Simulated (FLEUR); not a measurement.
Input and output of a self-consistent single point for BaIn4 (I4/mmm, 5 atoms in the cell) (FLEUR).

Level of theory: PBEsol, all-electron FLAPW (FLEUR), scalar-relativistic valence in FLEUR.

The change in words: lattice scaled by 0.98. Reference geometry:
```
CELL_PARAMETERS angstrom
     -2.57318     2.57318     6.17382
      2.57318    -2.57318     6.17382
      2.57318     2.57318    -6.17382
ATOMIC_POSITIONS crystal
  Ba 0.00000 0.00000 0.00000
  In 0.75000 0.25000 0.50000
  In 0.25000 0.75000 0.50000
  In 0.61779 0.61779 0.00000
  In 0.38221 0.38221 0.00000
```

Reference input (self-consistent single point, DFT, PBEsol, all-electron FLAPW (FLEUR), scalar-relativistic valence): Kmax = 3.9 1/bohr; GmaxXC = 11.7 1/bohr; xcFunctional = PBEs; jspins = 1; l_soc = F; mode = gauss; fermiSmearingEnergy = 0.00999582 Htr; mesh (inpgen div1-3) = 5 5 5; inpgen gamma flag = false; Gmax = 11.7 1/bohr; numbands = 0; maxIterBroyd = 25. This run's input differs from it in these lines:

```diff
@@ -3,5 +3,5 @@
 &input film=f /
--2.5731840000 2.5731840000 6.1738250000
-2.5731840000 -2.5731840000 6.1738250000
-2.5731840000 2.5731840000 -6.1738250000
+-2.5217200000 2.5217200000 6.0503480000
+2.5217200000 -2.5217200000 6.0503480000
+2.5217200000 2.5217200000 -6.0503480000
 1.8897261246
@@ -47,5 +47,5 @@
          <bravaisMatrix>
-            <row-1>   -4.8626130282027260     4.8626130282027260    11.6668383912085947</row-1>
-            <row-2>    4.8626130282027260    -4.8626130282027260    11.6668383912085947</row-2>
-            <row-3>    4.8626130282027260     4.8626130282027260   -11.6668383912085947</row-3>
+            <row-1>   -4.7653601629263118     4.7653601629263118    11.4335006785213587</row-1>
+            <row-2>    4.7653601629263118    -4.7653601629263118    11.4335006785213587</row-2>
+            <row-3>    4.7653601629263118     4.7653601629263118   -11.4335006785213587</row-3>
          </bravaisMatrix>
```

Log, with long lists cut:

```
 Iteration:     1   Distance:       3.77558102 me/bohr^3
 Iteration:     2   Distance:       3.51377092 me/bohr^3
 Iteration:     3   Distance:       1.70650213 me/bohr^3
 Iteration:     4   Distance:       0.22247798 me/bohr^3
 Iteration:     5   Distance:       0.21096594 me/bohr^3
   [... 7 lines left out ...]
 Iteration:    13   Distance:       0.00016202 me/bohr^3
 Iteration:    14   Distance:       0.00013623 me/bohr^3
 Iteration:    15   Distance:       0.00001354 me/bohr^3
 Iteration:    16   Distance:       0.00000265 me/bohr^3
 Reset of history
 Run finished successfully
 Stop message:
   Structural relaxation: new displacements generated

[file out, last iteration]
             iter=     17
[...]
          total density-effective poten   -5.2561927085E+04
          total charge density-energy d   -8.2453699622E+02
 Updated energy parameters for spin:           1
[...]
 fermi energy and band-weighting factors:

[...]
FERMIE:
          first approx. to ef    (T=0)  :   0.256551 htr   (energy of the highest occ. eigenvalue)
          number of occ. states  (T=0)  :        557
          first approx. to seigv (T=0)  : -12.256691 htr
          sum of weights of occ. states :  31.032000
          sum of semicore charge        :   0.000000 e
          fermi energy=   0.25801 har   work function=  -7.02070 ev
          number of valence electrons=  62.00000
   [... lines left out ...]
          total moment                 =     0.00000
 Direct bandgap for spin            1 :    2.4596135834568766E-002  Htr
 ---->    free energy=                    -31658.8211836266 htr
   [... lines left out ...]
 TOTAL FORCE FOR ATOM TYPE=  1  X=  0.000   Y=  0.000   Z=  0.000
                       FX_TOT= 0.000000 FY_TOT= 0.000000 FZ_TOT= 0.000000
 TOTAL FORCE FOR ATOM TYPE=  2  X=  4.765   Y=  0.000   Z= -5.717
                       FX_TOT= 0.000000 FY_TOT= 0.000000 FZ_TOT= 0.000000
 TOTAL FORCE FOR ATOM TYPE=  3  X=  0.000   Y=  0.000   Z= -8.740
                       FX_TOT= 0.000000 FY_TOT= 0.000000 FZ_TOT= 0.000090
```

The run converged in 16 iterations. FLEUR gives forces in its relaxation mode, with a further iteration, so its stop message speaks of a relaxation. Against the reference run the total energy drops by 32.2 meV/atom.

The starting cell comes from a database of computed structures (which also holds hypothetical and non-ambient phases and stackings), without a prior relaxation at this level. Its lattice was rescaled by a random factor within 2.5 % of one. For this run, on top of that: lattice scaled by 0.98. Values depend on the basis (sphere radii, cutoffs, local orbitals), which need not be converged. The log's line on a gap gives a spacing of levels on this mesh, which the program prints for metals too.

Cost on one core of a shared machine: roughly 3 min.
